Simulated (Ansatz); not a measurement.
# BN: pressure series

Take BN in the zinc blende structure (space group F-43m, No. 216; a = 3.5805 Å) as the base.

Cell and atoms are relaxed at each pressure.

All numbers come from LDA (Ansatz, a program for electronic structure), spin-orbit coupling left out.

```csv
change,band gap,smallest direct gap,lattice parameter a
base,4.39 eV,8.83 eV,3.581 Å
pressure −2 GPa,4.39 eV,8.81 eV,3.587 Å
pressure −1 GPa,4.39 eV,8.82 eV,3.584 Å
pressure 0.9 GPa,4.39 eV,8.84 eV,3.578 Å
pressure 2.1 GPa,4.40 eV,8.85 eV,?
pressure 4.5 GPa,4.40 eV,?,3.567 Å
pressure 9 GPa,4.42 eV,?,3.555 Å
pressure 15 GPa,4.43 eV,8.99 eV,?
pressure 22.5 GPa,4.45 eV,9.07 eV,3.520 Å
pressure 30 GPa,4.47 eV,9.14 eV,3.502 Å
```

Q: Complete the table.

A: 
- pressure 2.1 GPa, lattice parameter a: 3.574 Å
- pressure 4.5 GPa, smallest direct gap: 8.88 eV
- pressure 9 GPa, smallest direct gap: 8.93 eV
- pressure 15 GPa, lattice parameter a: 3.539 Å

Load acts through the strain it causes; cell and atoms are relaxed under it. No phonon test of stability was made. Competing high-pressure phases were not computed.
